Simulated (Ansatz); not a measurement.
Relaxation of the outer planes of the (100) surface of cubic KTaO3 in its 1x1 cell (cut with top plane K + O, bottom plane K + O), relaxed from an ideal cut (the real face may reconstruct), outermost plane spacing 2.01 Å in the ideal cut (one of several cuts of this face), with 1 K, 1 O a cell over the bulk's ratio.

Calculation: PBE (plane waves to 420 eV, PAW; Ansatz, a first-principles code).

Model: 17-atom slab, K4O10Ta3, 12.1 Å thick at the start, 6x6x1 mesh, Fermi-Dirac 0.025 eV, dipole correction, all atoms relaxed; symmetry of the start imposed; spin-polarised from one start with parallel moments (other orders not tried), no spin-orbit, no U. The slab shows no gap over 0.04 eV on its mesh. The starting moment vanished.

```tsv
plane	atoms	bulk spacing to the next (Å)	relaxed spacing (Å)	change (%)	rumpling (Å)
1	K + O	2.012	___	___	___
2	Ta + 2 O	2.012	2.062	2.5	0.14 (Ta outermost)
```

### Question
Complete the blanks.

### Answer

- 1, relaxed spacing (Å): 2.055
- 1, change (%): 2.1
- 1, rumpling (Å): 0.21 (K outermost)
